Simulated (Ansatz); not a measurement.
The starting structures come from a database of crystals and need not be the phases stable at ambient conditions.

Inside the gap of an insulator the Bloch states are evanescent, with a wavenumber k + iκ along the transport direction.

Data:

```xyz
6
Lattice="3.8323 0.0000 0.0000 0.0000 5.4467 0.0000 0.0000 0.0000 3.8323" Properties=species:S:1:pos:R:3 pbc="T T T"
Y      0.0000     1.5715     1.9161
Y      1.9161     3.8752     0.0000
O      0.0000     2.7233     0.0000
O      1.9161     2.7233     1.9161
F      1.9161     0.0000     1.9161
F      0.0000     0.0000     0.0000
```

Space group of this cell: P4/nmm. The cell is taken as given; by PBEsol its mean pressure is -2.3 GPa.

Transport runs along the normal of the first two printed cell vectors, the (100) plane of the conventional cell.

The gap is the functional's own. No spin-orbit coupling. Mid-gap values are interpolated on the energy grid.

Estimate the band gap and the smallest decay constant κ at mid-gap that PBEsol (Ansatz, an electronic-structure program) returns for this system.

Gap 4.93 eV on a 8×6×8 mesh; κ = 0.414 1/Å, at the zone centre.
